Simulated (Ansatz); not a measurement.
Spacing of the highest filled and lowest empty level at the zone centre in eight small model glasses of hand-chosen composition and density, fast-quenched (anions pushed apart in CHGNet runs), each at its PBE geometry, by PBE and by r2SCAN (Ansatz, a program for electronic structure, plane waves, PAW). The cells are the first eight to finish that balance their formal charges, show no moments and no lower geometry on charging where those were tested, and have a gap at both levels; defect levels can set the spacings.

```csv
cell,quench by,pressure (GPa),levels at the gap,PBE (eV),"experiment, tabulated (eV)"
Ti20O42Sn,CHGNet,-0.3,localised at the filled edge,2.72,-
Si24O51La2,CHGNet,1.6,localised at the filled edge,4.44,-
Si24O49Zn,CHGNet,0.0,localised at the filled edge,4.54,-
Ga24O39La2,CHGNet,2.6,localised at the filled edge,1.98,-
Si24O51W,CHGNet,-0.3,localised at both edges,2.15,-
Al28O47P2,CHGNet,0.1,localised at the filled edge,3.12,-
Zr20O43Lu2,CHGNet,0.5,localised at the filled edge,3.40,-
Hf18O39Ga2,CHGNet,0.3,localised at the filled edge,4.07,-
```

Question: What does r2SCAN give, and how does it move these values against PBE?

Answer: Ti20O42Sn 3.09, Si24O51La2 5.02, Si24O49Zn 5.15, Ga24O39La2 2.46, Si24O51W 2.45, Al28O47P2 3.71, Zr20O43Lu2 3.85, Hf18O39Ga2 4.57 eV. It raises them by +0.31 to +0.61 eV, +0.48 eV on average. A straight line through the eight gives r2SCAN = 1.08 × PBE +0.23 eV, with a scatter of 0.07 eV.
